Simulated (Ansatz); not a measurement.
System: LiNbO3 (R-3c, No. 167, 10 atoms in the cell; start mp-552588; high-temperature phase). Method: r²SCAN+rVV10 (plane waves, PAW; Ansatz, a program for electronic structure).

Numerical settings: plane-wave cutoff 560 eV, 8×8×8 k mesh, Fermi–Dirac smearing 0.01 eV, no spin polarisation, scalar-relativistic PAW data made under PBE.

Cell (relaxed at this level):

Space group R-3c, hexagonal axes (No. 167); a = b = 5.1711 Å, c = 13.6528 Å, α = β = 90.00°, γ = 120.00°

```tsv
atom	site	symmetry	x	y	z
Li	6a	32	0.0000	0.0000	0.2500
Nb	6b	-3.	0.0000	0.0000	0.0000
O	18e	.2	0.6232	0.6232	0.2500
```
(The calculation used a cell of 10 atoms; values per cell refer to that cell.)

**Question.** Give the computed band gap.

**Answer.** 
- band gap = 3.01 eV (on the SCF k mesh)

Note: the relaxation could not lower the start's symmetry, so the cell can be a saddle point above a distorted one.

Spin–orbit coupling is not included.

The computed numbers hold no vibrational or temperature effects.

Cost on a shared machine: around 3 core-minutes (rough).

A start named mp-… is a Materials Project structure, which need not be a measured phase.
